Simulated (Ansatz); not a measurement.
Take InSb in the zinc blende structure (space group F-43m, No. 216; a = 6.519 Å) as the base. Axes: x, y, z lie along the cube axes.

All numbers come from PBEsol, PAW, 420 eV (Ansatz, a program for electronic structure; spin-orbit coupling left out).

Strains are applied to the cell and any free atomic positions relax; under biaxial strain the out-of-plane vector relaxes too.

One change was made to it. Results:

```tsv
quantity	base	after
energy relative to the base (free energy F)	0 meV/atom	+7.5 meV/atom
pressure (mean of the normal stresses, compression positive)	0.0 GPa	1.0 GPa
shortest interatomic distance	2.823 Å	2.803 Å
```

### Question
Name the change that was made.
A) biaxial strain −2.39 %, plane normal [001], relaxed out of plane
B) biaxial strain −1.32 %, plane normal [110], relaxed out of plane
C) strain tensor (xx, yy, zz, yz, xz, xy) = (−1.08, −2.09, +0.26, +2.08, +0.79, −1.07) %
D) uniaxial strain ε_yy = +1.61 %

### Answer
A, biaxial strain −2.39 %, plane normal [001], relaxed out of plane. For comparison, the energy relative to the base in the other runs: uniaxial strain ε_yy = +1.61 % gives +1.7 meV/atom; biaxial strain −1.32 %, plane normal [110], relaxed out of plane gives +3.1 meV/atom; strain tensor (xx, yy, zz, yz, xz, xy) = (−1.08, −2.09, +0.26, +2.08, +0.79, −1.07) % gives +12 meV/atom.

Whether these cells are dynamically stable was not tested. The final runs are not spin-polarised.
